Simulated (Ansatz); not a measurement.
Base system: HfO₂ in the fluorite structure (space group Fm-3m, No. 225; a = 5.001 Å).

Now apply this change: every lattice vector is stretched by 1.50 %; the atoms relax in the strained cell.

All numbers come from DFT with LDA, PAW potentials and a 420 eV plane-wave cutoff in Ansatz (a first-principles code), no spin-orbit coupling.

Base, band edges from the VBM (valence, conduction): X 0.00, 3.66; W -0.23, 4.79; L -1.90, 4.56; Γ -0.65, 3.76; K -0.36, 4.25; U -0.36, 4.25 eV.

Give the band edges at the high-symmetry points of the new zone, measured from its valence-band maximum.


```tsv
point	valence edge (eV)	conduction edge (eV)
Γ	-0.62	3.68
X	0.00	3.56
U	-0.34	4.12
K	-0.34	4.12
L	-1.85	4.41
W	-0.21	4.63
```

The gap is 3.56 eV, direct at X.

With Hf present, leaving out spin-orbit coupling can change the band edges. No phonon test of stability was made. This is not the structure that HfO2 has at room temperature and ambient pressure.
